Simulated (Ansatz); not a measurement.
**Mg2Ge under a change: pressure 5 GPa**

Base system: Mg₂Ge in the anti-fluorite structure (space group Fm-3m, No. 225; a = 6.3640 Å).

The change: a hydrostatic pressure of 5 GPa.

The values are results of PBEsol, PAW, 420 eV (Ansatz, a first-principles code; no SOC), earlier PAW set, not measurements. Settings: 13×13×13 k-points, 0.05 eV Fermi–Dirac smearing.

| quantity | base | changed | shift |
|---|---|---|---|
| volume per atom | 21.48 Å³ | 19.81 Å³ | -1.67 Å³ |
| density | 3.12 g/cm³ | 3.39 g/cm³ | +0.263 g/cm³ |
| lattice parameter a | 6.364 Å | 6.195 Å | -0.169 Å |
| shortest interatomic distance | 2.756 Å | 2.683 Å | -0.073 Å |
| enthalpy H = E + PV relative to the base's energy | – | +0.64 eV/atom | – |
| band gap | 0.08 eV | zero | – |

Load acts through the strain it causes; cell and atoms are relaxed under it. Whether these cells are dynamically stable was not tested. Competing high-pressure phases were not computed. All final runs are without spin polarisation. A zero or small gap of Mg2Ge can be the functional's error rather than a property of the material.
